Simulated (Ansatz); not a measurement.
Cost and result by functional for the surface energy of the (10-10) surface of hcp Tl in its 1x1 cell, outermost plane spacing 1.03 Å in the ideal cut, in Ansatz (plane waves, PAW). Single points on the PBE structure, on one kind of machine; costs are rough ratios of the slab run's core time (references not counted) to the cheapest single point. r2SCAN's cost holds its higher cutoff (500 against 420 eV). Differences are taken against r2SCAN for comparison alone: no measured value is at hand, so the table doesn't rank accuracy.

Set-up: 8 atoms, 10.3 Å thick at the start (thin: gaps and levels are the slab's own); mesh 11x7x1; 0.1 eV smearing; dipole correction on; all atoms relaxed; symmetry of the start imposed; no spin, no spin-orbit, no U. These notes are the PBE run's.

```tsv
functional	relative cost	surface energy (J/m²)	less r2SCAN (J/m²)
LDA	1	0.40	0.08
PBEsol	1	0.34	0.02
RPBE	1	0.15	-0.17
r2SCAN	2	0.32	0.00
PBE (the relaxed run's value)	–	0.25	-0.07
```

The values span 0.25 J/m², while the single points' costs differ by a factor of roughly 2. Differences are of unrounded values.

Ansatz is a first-principles code.
